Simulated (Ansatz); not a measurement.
Seebeck coefficient (μV/K, mean over directions) of n-type GaS (R-3m) against carrier density, PBEsol+D3BJ with spin-orbit coupling, rigid bands (Ansatz, a first-principles code). Computed gap 1.31 eV; densities at which minority carriers matter at this gap, or further valleys turn the trend, are left out. Conductivity mass 0.46 mₑ (harmonic mean over directions), N_c = 4.1e19 cm⁻³ at 300 K.

| electron density | 300 K | 500 K |
|---|---|---|
| 1e16 cm⁻³ | … | -998 |
| 1e17 cm⁻³ | -728 | -800 |
| 1e18 cm⁻³ | -530 | -601 |
| 3e18 cm⁻³ | -436 | -507 |
| 1e19 cm⁻³ | -334 | -404 |
| 3e19 cm⁻³ | -243 | … |
| 1e20 cm⁻³ | … | -215 |
| 3e20 cm⁻³ | -90 | -139 |
| 1e21 cm⁻³ | -48 | -77 |

Question: Some entries are withheld; supply them.

Answer: 
- 1e16 cm⁻³, 300 K: -927
- 3e19 cm⁻³, 500 K: -311
- 1e20 cm⁻³, 300 K: -152

Rigid bands with a gap fixed in temperature, one relaxation time for all states, no polarons or phonon drag, and whether or not such doping can be reached. Geometry: cell and atoms relaxed with PBEsol+D3(BJ).

Computed structure with no diffraction record at hand here (it may be known, metastable or hypothetical): GaS (R-3m). PBEsol with a dispersion correction tends to overbind, so the cell can be several per cent short, in bad cases over ten, which usually narrows a gap: GaS (R-3m).
